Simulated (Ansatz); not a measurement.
# How the band gap of NaCaH3 (model structure, from the KMgH3 type, Pm-3m, No. 221) moves with the method

No measured value is used here.

```json
[
 {"level (code)": "LDA (Ansatz)", "value (eV)": "2.19 (indirect)"},
 {"level (code)": "PBE (Ansatz)", "value (eV)": "…"},
 {"level (code)": "PBEsol (Ansatz)", "value (eV)": "2.35 (indirect)"},
 {"level (code)": "HSE06 (Ansatz)", "value (eV)": "3.61 (indirect)"},
 {"level (code)": "PBE0 (Ansatz)", "value (eV)": "4.32 (indirect)"}
]
```

Some entries are withheld; supply them.


- PBE (Ansatz, an electronic-structure program), value (eV): 2.50 (indirect)

Computed values are for a static lattice.  Values are at the PBEsol cell. Cutoffs and k meshes differ between the levels. Ansatz's density-functional and Hartree–Fock values are scalar-relativistic unless marked +SOC, with PAW data made under PBE.

A model structure was made by putting elements into a prototype or built by hand; it is no filed structure, need not be a known phase, and can be a saddle point held by its symmetry.
